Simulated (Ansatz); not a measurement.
Data:

```xyz
2
Lattice="0.0000 2.9872 2.9872 2.9872 0.0000 2.9872 2.9872 2.9872 0.0000" Properties=species:S:1:pos:R:3 pbc="T T T"
S      0.0000     0.0000     0.0000
Pb     2.9872     2.9872     2.9872
```

No spin polarisation.

Electron doping at 1.5×10^21 cm⁻³ (0.0800 per cell), with a uniform compensating background at fixed cell and a 300 K Fermi–Dirac width.

Method: plane-wave PAW DFT at the r2SCAN level (Ansatz, an electronic-structure program, 500 eV), without spin-orbit coupling. k-mesh 22×22×22 (Γ-centred); smearing 0.0259 eV (Fermi–Dirac).

**Question.** Predict the gap between the host's bands and gap character.

**Answer.** The gap between the host's bands comes out as 0.67 eV and the gap character comes out as direct at L.

Charged cell with a jellium background: band edges are those of the host's band count, energies are not comparable with the neutral cell, and many-body gap narrowing is missing. Spin-orbit coupling, missing from the scalar runs, can matter with Pb. No phonon test of stability was made. The cell was made from PbS in the rock salt structure (space group Fm-3m, No. 225) by this change: electrons 1.5×10^21 cm⁻³.
